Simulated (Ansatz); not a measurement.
**Convergence study of shifted k-point meshes for Li3Ag (I4mm, 4 atoms in the cell)**

```
CELL_PARAMETERS angstrom
     -2.10280     2.10280     3.65758
      2.10280    -2.10280     3.65758
      2.10280     2.10280    -3.65758
ATOMIC_POSITIONS crystal
  Li 0.25000 0.75000 0.50000
  Li 0.75000 0.25000 0.50000
  Li 0.50684 0.50684 0.00000
  Ag 0.00000 0.00000 0.00000
```

Computed with PBEsol, default PAW files made with PBE (plane waves; Ansatz, a quantum-chemistry and plane-wave program).

Base settings: basis.ecutwfc = 420 eV; kpoints.mp_grid.grid = 11 11 11; hamiltonian.xc = pbesol; hamiltonian.pseudopotentials = {kind: paw} (the program's default PAW files); scf.occupations.method = gaussian; scf.occupations.width = 0.1 eV.

In this ladder: kpoints.mp_grid.shift = 0.5 0.5 0.5.

Only quantities that move along the ladder and can be compared are tabulated.

The count of work is k-points × plane waves × bands × iterations; it is no time. Core times come from one kind of shared machine, to one figure; runs under 30 s give none.

The starting cell comes from a database of computed structures (which also holds hypothetical and non-ambient phases and stackings), without a prior relaxation at this level. Its lattice was rescaled by up to half a per cent. One atom was moved a little off its site on purpose. Ansatz's pressure includes its estimate of the finite-basis (Pulay) stress.

Steps (kpoints.mp_grid.grid): 2 2 2; 3 3 3; 4 4 4; 5 5 5; 6 6 6; 7 7 7; 8 8 8; 9 9 9; 10 10 10; 11 11 11; 12 12 12; 13 13 13; 14 14 14; 16 16 16; 18 18 18; 19 19 19; 22 22 22; 24 24 24; 26 26 26; 29 29 29; 33 33 33; 36 36 36.

Problem. What is the coarsest kpoints.mp_grid.grid that holds the free energy within 0.5 meV/atom of the last step, with all finer ones?

Solution. 11 11 11, at 0.038 of the last step's count of work; the step before is off by 1.1 meV/atom.

Problem. What is the coarsest kpoints.mp_grid.grid that holds the pressure within 0.05 GPa of the last step, with all finer ones?

Solution. 7 7 7, at 0.012 of the last step's count of work; the step before is off by 0.07 GPa.

Problem. What is the coarsest kpoints.mp_grid.grid that holds the forces within 0.01 eV/Å of the last step, with all finer ones?

Solution. 3 3 3, at 0.0018 of the last step's count of work; the step before is off by 0.016 eV/Å.

| kpoints.mp_grid.grid | free energy less the last step's (meV/atom) | pressure (GPa) | largest difference of a force vector from the last step's (eV/Å) | count of work / last | core time / last (rough) |
|---|---|---|---|---|---|
| 2 2 2 | 138.50 | 0.86 | 0.016 | 0.0012 | – |
| 3 3 3 | 47.29 | 0.27 | 0.007 | 0.0018 | – |
| 4 4 4 | 0.62 | -0.20 | 0.003 | 0.0033 | – |
| 5 5 5 | 7.63 | -0.01 | 0.001 | 0.0063 | – |
| 6 6 6 | -3.71 | -0.06 | 0.002 | 0.0084 | – |
| 7 7 7 | -2.25 | -0.01 | 0.001 | 0.012 | – |
| 8 8 8 | 2.35 | 0.04 | 0.001 | 0.017 | – |
| 9 9 9 | -1.23 | 0.00 | 0.000 | 0.022 | – |
| 10 10 10 | 1.07 | 0.02 | 0.000 | 0.030 | – |
| 11 11 11 | -0.21 | 0.01 | 0.000 | 0.038 | – |
| 12 12 12 | -0.09 | 0.00 | 0.000 | 0.048 | – |
| 13 13 13 | 0.01 | 0.02 | 0.000 | 0.059 | – |
| 14 14 14 | -0.15 | 0.01 | 0.000 | 0.072 | – |
| 16 16 16 | -0.02 | 0.01 | 0.000 | 0.10 | 0.2 |
| 18 18 18 | 0.00 | 0.01 | 0.000 | 0.14 | 0.2 |
| 19 19 19 | -0.02 | 0.01 | 0.000 | 0.16 | 0.2 |
| 22 22 22 | -0.01 | 0.01 | 0.000 | 0.25 | 0.3 |
| 24 24 24 | -0.01 | 0.01 | 0.000 | 0.32 | 0.4 |
| 26 26 26 | 0.00 | 0.01 | 0.000 | 0.40 | 0.4 |
| 29 29 29 | 0.00 | 0.01 | 0.000 | 0.54 | 0.5 |
| 33 33 33 | 0.00 | 0.01 | 0.000 | 0.78 | 0.8 |
| 36 36 36 | 0.00 | 0.01 | 0.000 | 1.0 | 1 |

Keys are those of Ansatz 0.2.
